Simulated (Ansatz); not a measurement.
AlO (model structure, started from the beta GaS type, P6₃/mmc, No. 194, 8 atoms in the cell), treated with PBE-D3(BJ) (plane waves, PAW; Ansatz, a first-principles code).

Numerical settings: plane-wave cutoff 520 eV, 12×12×4 k mesh (along the axes of the cell as run), Fermi–Dirac smearing 0.01 eV, scalar-relativistic PAW data made under PBE.

Cell (relaxed at this level):

AlO is taken in the hexagonal space group P6₃/mmc (No. 194), Pearson symbol hP8. Conventional cell: a = b = 2.9609 Å, c = 12.9179 Å, α = β = 90.00°, γ = 120.00°. Al on 4f has 3 O at 1.830 Å (trigonal pyramidal). O on 4f is coordinated by 3 Al at 1.830 Å (trigonal pyramidal). (Neighbours: up to the widest gap in distance over summed covalent radii, below 1.35, at either atom; cation-cation and far metal-metal contacts left out.)

Q: What does this level give for the band gap and direct gap at Γ?

A: 
- band gap: 1.07 eV (on the SCF k mesh)
- direct gap at Γ: 3.11 eV

Note: the relaxation could raise the start's symmetry but not lower it, so the cell can be a saddle point.

The computed numbers hold no vibrational or temperature effects.

It cost very roughly 2.2 core-minutes of CPU time.

A model structure was made by putting elements into a prototype or built by hand; it is no filed structure, need not be a known phase, and can be a saddle point held by its symmetry.
